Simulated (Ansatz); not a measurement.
What Li interstitial (started 1.99 Å from the nearest host atom) does to BN

The parent structure is a 16-atom supercell of BN in the h-BN type structure (space group P6_3/mmc, No. 194; a = 2.506 Å, c = 6.615 Å; layered, stacked along the Cartesian z axis) at its relaxed geometry.

One thing is altered: one Li atom is added in an open site, starting 1.99 Å from the nearest host atom, atoms relaxed at fixed cell, starting from a slightly rattled geometry.

All numbers come from Ansatz (a program for electronic structure) PBE-D3(BJ), no spin-orbit coupling. k-mesh 6×6×6 (Γ-centred); smearing 0.01 eV (Fermi–Dirac).

The largest displacement of a host atom from its site in the perfect cell is 0.65 Å and the final site of the added atom is 4 N at 2.01–2.20 Å.

The magnetic state is the one reached from the starting moments; the real material's order can differ, and small cells can't hold many antiferromagnetic ones. The cell is small, so the values are those of an ordered compound at a high defect concentration; dilute-limit values will differ. Starting moments died away, wholly or in part, for Li interstitial (started 1.99 Å from the nearest host atom); another magnetic solution may exist. The defect cell is spin-polarised and ends with 0.0 μB.
